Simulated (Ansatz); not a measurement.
Levels about the gap of amorphous Ta$_{16}$O$_{42}$Si (59 atoms in a cell of 837 Å³, 7.13 g/cm³; zone centre alone, so wide bands show as single levels with stretches between that a denser mesh fills), at the geometry that PBE relaxed, where it gives 1.2 GPa on a denser mesh. The participation number counts the atoms over which a state spreads; weights are charges in smoothed Voronoi cells. The levels come from a single point, so bond lengths are those of that geometry. Method of the levels: PBE, scalar-relativistic without spin-orbit coupling (Ansatz, a first-principles code). Sampling: the zone centre alone; Fermi-Dirac width 0.02 eV; no spin polarisation. At PBE the levels at the filled edge of the gap are localised (band-tail or defect states), and the nearest spread-out levels lie 3.5 eV apart at the zone centre.

It comes from a melt-quench run on a machine-learned potential (CHGNet), relaxed afterwards by DFT. O atoms were pushed apart under 1.9 Å during the dynamics, to hinder bonds among them. The hot cell started wider than the set density and was brought back towards it in steps. It is the lowest in DFT energy of 2 quenches. It is a model cell: composition and starting density were chosen by hand, and all elements were melted together. No dispersion term was used. Its density started from a set value of 7.13 and ended at 7.13 g/cm³. The quench (nominally 300 K/ps over its main leg) was far faster than any real one, so the model tends to hold more defects than a real film. One small periodic cell is one sample of the glass; other quenches scatter about these values. The volume was held where the preparation left it, at a PBE pressure of 1.2 GPa. Stress components on the final sampling reach 3.2 GPa. On a 2×2×2 Γ-centred mesh force components of up to 0.16 eV/Å stay, since the relaxation ran on the zone centre alone. Cycles of charging lowered its energy after that relaxation.

```tsv
E - E(highest filled), eV	filling	participation number	largest on	weight O	weight Ta	weight Si
-0.49	filled	22.1	O, 2 neighbours	0.96	0.04	0.00
-0.47	filled	22.3	O, 2 neighbours	0.96	0.03	0.00
-0.45	filled	15.1	O, 2 neighbours	0.96	0.04	0.00
-0.41	filled	12.0	O, 2 neighbours	0.97	0.03	0.00
-0.25	filled	10.5	O, 2 neighbours	0.96	0.04	0.00
-0.21	filled	10.3	O, 2 neighbours	0.96	0.04	0.00
0.00	filled	4.9	O, 2 neighbours	0.95	0.05	0.00
3.08	empty	13.1	Ta, 7 neighbours	0.32	0.68	0.00
3.13	empty	6.5	Ta, 6 neighbours	0.34	0.66	0.00
3.35	empty	19.9	Ta, 6 neighbours	0.33	0.67	0.00
3.42	empty	21.7	Ta, 7 neighbours	0.36	0.64	0.00
3.48	empty	19.9	Ta, 6 neighbours	0.33	0.67	0.00
3.59	empty	26.0	Ta, 6 neighbours	0.36	0.64	0.00
3.63	empty	21.2	Ta, 6 neighbours	0.34	0.65	0.01
```

Most localised among these is the filled level at +0.00 eV, on a O atom, which has 2 neighbours (Ta 1.88 Å, Ta 2.02 Å).
